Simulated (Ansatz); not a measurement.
Output of an Ansatz run (abridged):

```
WARN the atoms were moved onto the symmetric positions of the space group found under crystal.symmetry.tolerance 1.0e-5 (fractional …
WARN ansatz: RAYON_NUM_THREADS=1 ignored (pool sized by the plan → 1); use --threads N
Pseudopotentials: kind: paw
Pseudopotential: In, paw, valence charge 21
Pseudopotential: Sb, paw, valence charge 21
Crystal: 2 atoms, lattice volume = 53.626 Å³
Basis set: ecut = 710 eV, 2303 PW (Γ), exchange–correlation on 72×72×72 points (8 copies of the dense FFT grid, shifted against one another)
Bands: 26, of which v1, the nominal top of the filled ones, is band 21 counted from 1 (20 counted from 0)
Symmetry: 12 space group operations
Space group: P-6m2 (ITA 187), of the structure as read, at distance tolerance 3.8e-5 Å
k-points: 32 of 294 (time reversal used)
Initial density: superposition of atomic densities (chi_scale 0.1, normalization cell, long waves kept (reshape's long-wave potential 0.00 eV rms))
Initial wavefunctions: pseudopotential atomic-orbital guess
Eigensolver: davidson
Functional: x = pbe(κ = 0.804, μ = 0.2195149727645171), c = pbe(β = 0.06672455060314922)
SCF iter   1: F=—  HF=-18225.657743 eV  |F-HF|=—  |Δ(HF+E_count)|=         —  Δρ=2.52e-2  dr2=3.58e-1  ethr=3.10e-3  ⟨swp⟩=6.0  Hψ=3680  notcnv=0
all-band conjugate gradients solve this SCF's bands
preconditioner: auto → Resta (q_TF=auto, 2.619 Å⁻¹)
SCF iter   2: F=—  HF=-18225.545200 eV  |F-HF|=—  |Δ(HF+E_count)|=   1.13e-1  S|Δr|=    0.00e0  Δρ=9.62e-3  dr2=5.41e-2  ethr=8.53e-4  ⟨swp⟩=2.3  Hψ=1650  notcnv=0  defer=21
preconditioner: auto → Kerker (q_TF=auto, 2.619 Å⁻¹)
SCF iter   3: F=—  HF=-18225.531480 eV  |F-HF|=—  |Δ(HF+E_count)|=   1.37e-2  S|Δr|=    0.00e0  Δρ=4.51e-3  dr2=1.14e-2  ethr=1.29e-4  ⟨swp⟩=2.2  Hψ=1039  notcnv=0  defer=21
SCF iter   4: F=—  HF=-18225.529205 eV  |F-HF|=—  |Δ(HF+E_count)|=   2.27e-3  S|Δr|=    0.00e0  Δρ=1.35e-3  dr2=1.17e-3  ethr=2.72e-5  ⟨swp⟩=2.1  Hψ=1250  notcnv=0  defer=21
SCF iter   5: F=—  HF=-18225.529175 eV  |F-HF|=—  |Δ(HF+E_count)|=   2.95e-5  S|Δr|=    0.00e0  Δρ=5.31e-4  dr2=3.15e-4  ethr=2.78e-6  ⟨swp⟩=2.2  Hψ=1106  notcnv=0  defer=21
SCF iter   6: F=—  HF=-18225.529178 eV  |F-HF|=—  |Δ(HF+E_count)|=   2.26e-6  S|Δr|=    0.00e0  Δρ=3.71e-4  dr2=4.44e-5  ethr=7.50e-7  ⟨swp⟩=2.5  Hψ=1152  notcnv=0  defer=21
SCF iter   7: F=—  HF=-18225.529187 eV  |F-HF|=—  |Δ(HF+E_count)|=   9.69e-6  S|Δr|=    0.00e0  Δρ=1.18e-4  dr2=5.63e-6  ethr=1.06e-7  ⟨swp⟩=2.0  Hψ=1350  notcnv=0  defer=21
SCF iter   8: F=—  HF=-18225.529187 eV  |F-HF|=—  |Δ(HF+E_count)|=   4.83e-7  S|Δr|=    0.00e0  Δρ=1.40e-5  dr2=1.13e-7  ethr=1.34e-8  ⟨swp⟩=2.0  Hψ=1091  notcnv=0  defer=21
SCF iter   9: F=-18225.529187 eV  HF=-18225.529187 eV  |F-HF|=1.21e-9  |Δ(HF+E_count)|=   1.45e-8  S|Δr|=    0.00e0  Δρ=2.61e-6  dr2=3.76e-9  ethr=2.38e-10  ⟨swp⟩=9.5  Hψ=3795  notcnv=0
SCF 1 converged in 9 iterations: F = -18225.529187 eV  dr2 = 3.76e-9
SCF converged after 9 iterations
Stability not checked (fill_not_monotonic)
Free energy (F): -18225.529187 eV
Harris-Foulkes:  -18225.529187 eV  (|F-HF|=1.21e-9)
Internal energy: -18225.533644 eV  (E = F + TS)
E sigma→0 (E₀):  -18225.530673 eV
Entropy (-TS):   0.004457 eV (2.229 meV/atom)
Fermi energy:    12.427942 eV
--- Per-component energies (eV) ---
  E_band       = -1203.732454
  E_kinetic    = 1237.373901
  E_local      = -9386.578184  (includes V_loc(G=0)·N_el)
  E_nonlocal   = 1478.329185
  E_hartree    = 3675.876895
  E_xc         = -1128.890182
  E_vxc        = -469.869653  (∫ρ·V_xc dr)
  E_paw        = -8091.024904  (= ΣΔE_a)
  E_vpaw       = -1414.739404  (= ΣTr[D̂ρ^β])
  E_aug_tail   = 0.000114  (compensation charges beyond the density's cutoff)
  E_ewald      = -6010.620469
  E_smearing   = 0.004457  (= −TS)
  E_closure    = 0.000000  (closes the sum)
  Σ components = -18225.529187   (vs F -18225.529187, Δ=0.00e0)
--- Forces (eV/Å), atoms counted from 1 ---
  atom   1  In    -0.00000000     0.00000000     0.00000000
  atom   2  Sb     0.00000000    -0.00000000     0.00000000
  max |Σ_I F_I| component: 3.70e-17 eV/Å
--- Stress (GPa, compression-positive) ---
        5.290904       0.000000       0.000000
       -0.000000       5.290904       0.000000
        0.000000       0.000000       4.469143
  P = ⅓ Tr σ = 5.0170 GPa (50.170 kbar)
  The stress holds the Pulay correction. Without it, at fixed plane waves, as pw.x and ABINIT print it: P = 5.0143 GPa
--- Band table (eV; the first three rows and the last of 32) ---
  k-point 0: bands = ["-102.9553", "-84.5844", "-84.5714", "-84.5714", "-61.4323", "-61.4323", "-61.4138", "-16.4190", "-16.4077", "-16.4077", "-16.3950", "-16.3950", "-2.0847", "-2.0607", "-2.0607", "-2.0037", "-2.0037", "0.8799", "11.0616", [...]
  k-point 1: bands = ["-102.9553", "-84.5844", "-84.5714", "-84.5714", "-61.4323", "-61.4323", "-61.4139", "-16.4149", "-16.4088", "-16.4088", "-16.3951", "-16.3951", "-2.0599", "-2.0571", "-2.0571", "-2.0129", "-2.0129", "1.1346", "8.5420", [...]
  k-point 2: bands = ["-102.9553", "-84.5844", "-84.5714", "-84.5714", "-61.4323", "-61.4323", "-61.4140", "-16.4109", "-16.4109", "-16.4069", "-16.3952", "-16.3952", "-2.0495", "-2.0495", "-2.0313", "-2.0313", "-2.0121", "1.8461", "6.1912", [...]
  k-point 31: bands = ["-102.9553", "-84.5844", "-84.5714", "-84.5714", "-61.4326", "-61.4325", "-61.4141", "-16.4162", "-16.4144", "-16.3967", "-16.3905", "-16.3863", "-2.1697", "-2.0929", "-2.0432", "-2.0013", "-1.9342", "4.4123", "7.9537", [...]
```

The structure:

```
CELL_PARAMETERS angstrom
      3.98846     0.00000     0.00000
     -1.99423     3.45411     0.00000
      0.00000     0.00000     3.89254
ATOMIC_POSITIONS crystal
  In 0.00000 0.00000 0.00000
  Sb 0.66667 0.33333 0.50000
```

Reconstruct the input of this run.

Other spellings and defaults could give the same log, and not every line can be read from it. The input that was run (DFT, PBE, plane waves, harder PAW files (source: ansatz)):

Ansatz 0.2 input:
```yaml
# InSb
crystal:
  lattice:
    - [3.98845800, 0.00000000, 0.00000000]
    - [-1.99422900, 3.45410600, 0.00000000]
    - [0.00000000, 0.00000000, 3.89253700]
  atoms:
    - { symbol: In, position: [0.00000000, 0.00000000, 0.00000000] }
    - { symbol: Sb, position: [0.66666700, 0.33333300, 0.50000000] }
basis:
  ecutwfc: 710.0 eV
kpoints:
  mp_grid: { grid: [7, 7, 6] }
hamiltonian:
  xc: pbe
  pseudopotentials: { kind: paw, source: ansatz }
scf:
  occupations: { method: cold, width: 0.136 eV }
output:
  forces: true
  eigenvalues: true
  stress: true
```

The starting cell was generated: these elements placed on a structure prototype, without a prior relaxation; it need not be a known phase or ordering of this composition. Its lattice was rescaled by a random factor within 2.5 % of one. Spin-orbit coupling is off. With a pressure of about 5 GPa the cell is away from its equilibrium volume at this level. Ansatz's pressure includes its estimate of the finite-basis (Pulay) stress. The run gives no clean gap (levels at the Fermi energy touch, overlap or are partly filled at this smearing), which alone does not show that the compound is a metal.

Ansatz is an electronic-structure program.
